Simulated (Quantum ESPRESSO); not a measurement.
**Several settings converged on ZrSc (P3m1, 2 atoms in the cell)**

```
CELL_PARAMETERS angstrom
      3.29926     0.00000     0.00000
     -1.64963     2.85725     0.00000
      0.00000     0.00000     5.18079
ATOMIC_POSITIONS crystal
  Zr 0.66667 0.33333 0.00965
  Sc 0.00000 0.00000 0.50000
```

Base method: LDA (PZ), GBRV 1.5 ultrasoft (LDA) pseudopotentials (plane waves; Quantum ESPRESSO).

Base settings: ecutwfc = 50 Ry; ecutrho = 400 Ry; occupations = smearing; smearing = fermi-dirac; degauss = 0.0073499 Ry; potentials = {Zr: zr_lda_v1.uspp.F.UPF, Sc: sc_lda_v1.uspp.F.UPF}; K_POINTS = automatic 4 4 3 0 0 0; conv_thr = 1e-11 Ry.

The count of work is k-points × plane waves × bands × iterations; it is no time. 

**The cutoff for other potential files**

Level: DFT, LDA (PW92), plane waves, PseudoDojo standard norm-conserving (LDA) pseudopotentials.

In this ladder: ecutrho = default; pseudopotentials = {Zr: Zr.upf, Sc: Sc.upf}.

The second cell is the first with its lattice scaled by 0.98.

The mesh stays at the base's, so the ladder's end is converged at best in this setting alone.

Only quantities that move along the ladder and can be compared are tabulated.

```tsv
ecutwfc	free energy less the last step's (meV/atom)	energy of the compressed cell less the first (meV/atom)	pressure (GPa)	largest difference of a force vector from the last step's (eV/Å)	count of work / last
36 Ry	1520.24	-47.81	-39.81	0.005	0.099
44 Ry	455.02	-39.08	-20.36	0.011	0.15
56 Ry	55.50	-41.95	-9.27	0.003	0.24
68 Ry	4.36	-42.19	-6.91	0.000	0.28
80 Ry	0.64	-42.22	-6.64	0.000	0.35
96 Ry	0.41	-42.22	-6.63	0.000	0.54
120 Ry	0.22	-42.22	-6.63	0.000	0.70
160 Ry	0.00	-42.22	-6.63	0.000	1.0
```

Coarsest ecutwfc that holds the pressure within 0.2 GPa of the last step, with all finer ones: 80 Ry, at 0.35 of the last step's count of work; the step before is off by 0.28 GPa.

Coarsest ecutwfc that holds the free energy within 1 meV/atom of the last step, with all finer ones: 80 Ry, at 0.35 of the last step's count of work; the step before is off by 4.4 meV/atom.

Coarsest ecutwfc that holds the energy of the compressed cell less the first within 2 meV/atom of the last step, with all finer ones: 56 Ry, at 0.24 of the last step's count of work; the step before is off by 3.1 meV/atom.

The energy difference between the two cells stays within 1 meV/atom of the last step's from 56 Ry on, the total only from 80 Ry on: much of the error is common to both cells and cancels.

At the lowest cutoff the pressure lies 33.2 GPa under the last step's, the usual sign of Pulay stress in an incomplete plane-wave basis.

**The relaxed cell against the cutoff**

On ZrSc (P-6m2, 2 atoms in the cell): atoms on their sites.

In this ladder: calculation = vc-relax; tprnfor = default; tstress = default. Moved along: ecutrho.

The mesh stays at the base's, so the ladder's end is converged at best in this setting alone.

Only quantities that move along the ladder and can be compared are tabulated.

```tsv
ecutwfc	relaxed volume (Å³/atom)	relaxation steps
25 Ry	22.123	6
30 Ry	22.172	6
35 Ry	22.161	6
42 Ry	22.181	6
50 Ry	22.184	6
60 Ry	22.184	6
75 Ry	22.187	6
100 Ry	22.189	6
```

Coarsest ecutwfc that holds the relaxed volume within 0.044 Å³/atom of the last step, with all finer ones: 30 Ry; the step before is off by 0.066 Å³/atom.

At the lowest cutoff the cell relaxes to a volume 0.3 % smaller than at the highest.

On the base run: the starting cell comes from a database of computed structures (which also holds hypothetical and non-ambient phases and stackings), without a prior relaxation at this level. Its lattice was rescaled by up to half a per cent. One atom was moved a little off its site on purpose. Without a gap this mesh is coarse (it stands for a supercell whose shortest vector is 13 Å).
